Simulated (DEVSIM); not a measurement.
System: Ru/Al2O3/p-Ge capacitor, at 300 K.

Layer 1 from the left is Al2O3, thickness (nm) 5.60. Layer 2 from the left is Ge, thickness (nm) 1100, Na (cm⁻³) 3.1e16.

Metal gate on the left, work function 4.7 eV. Fixed charge at the semiconductor interface 1.3e10 cm⁻² (in units of +e); no interface traps.

This is a model device: material constants are rounded textbook-type values typed into the input, and sizes, dopings and lifetimes were drawn at random. Values at 300 K.

Al2O3: gap (eV) 6.8, affinity (eV) 1.35, permittivity 9. Ge: gap (eV) 0.664, affinity (eV) 4, permittivity 16, Nc (cm⁻³) 1.04e19, Nv (cm⁻³) 6e18.

Task: Estimate by hand the flat-band voltage, the threshold voltage, and compare with a numerical solution.

Result: 
- Flat-band voltage: C = 1.42 μF/cm², work-function difference 0.172 V; VFB = φms − qNf/C = 0.17 V; numerical 0.17 V.
- Threshold voltage: φF = 0.189 V, depletion charge √(4εqNφF) = 7.29e-8 C/cm²; VT = VFB + 2φF + Qd/C = 0.60 V; numerical 0.60 V.

Model (solved in DEVSIM): 1D Poisson equation in equilibrium, Boltzmann statistics, complete ionisation; no quantum confinement or tunnelling. Metal contacts follow the ideal Schottky-Mott rule: no Fermi-level pinning, no interface dipoles.
